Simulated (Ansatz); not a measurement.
```yaml
crystal:
  lattice:
    - [4.91656, 0.00000, 0.00000]
    - [-2.45828, 4.25787, 0.00000]
    - [0.00000, 0.00000, 5.43163]
  atoms:
    - { symbol: Si, position: [0.53120, 0.53120, 0.33333] }
    - { symbol: Si, position: [0.46880, 0.00000, 0.00000] }
    - { symbol: Si, position: [0.00000, 0.46880, 0.66667] }
    - { symbol: O, position: [0.26856, 0.41310, 0.54782] }
    - { symbol: O, position: [0.58690, 0.85546, 0.21449] }
    - { symbol: O, position: [0.14454, 0.73144, 0.88115] }
    - { symbol: O, position: [0.85546, 0.58690, 0.45218] }
    - { symbol: O, position: [0.73144, 0.14454, 0.78551] }
    - { symbol: O, position: [0.41310, 0.26856, 0.11885] }
```

Space group of this cell: P3_221. The cell is taken as given.

These are r2SCAN (plane waves, PAW; Ansatz, a program for electronic structure) values and carry that method's errors.

The current runs along the normal of the first two printed vectors; no spin-orbit coupling. Scaled by the factor s: all lengths (ions clamped). Meshes 12×12×6 and 12×12 across the current in all rows.

```json
[
 {"s": "0.98", "mean pressure (GPa)": "13.8", "slowest mid-gap decay constant κ (1/Å)": "0.536"},
 {"s": "1.00", "mean pressure (GPa)": "0.1", "slowest mid-gap decay constant κ (1/Å)": "0.515"},
 {"s": "1.02", "mean pressure (GPa)": "-10.5", "slowest mid-gap decay constant κ (1/Å)": "?"}
]
```

Task: Take the slope of the slowest mid-gap decay constant κ against ln s from the two given rows, extrapolate to s = 1.02, and say what the run there gives.

Result: Slope = (0.536 − 0.515) / ln 0.98 = -1.04 1/Å. The line gives 0.515 + (-1.04) × ln 1.02 = 0.494 1/Å. The run gives 0.494 1/Å, as the line does.
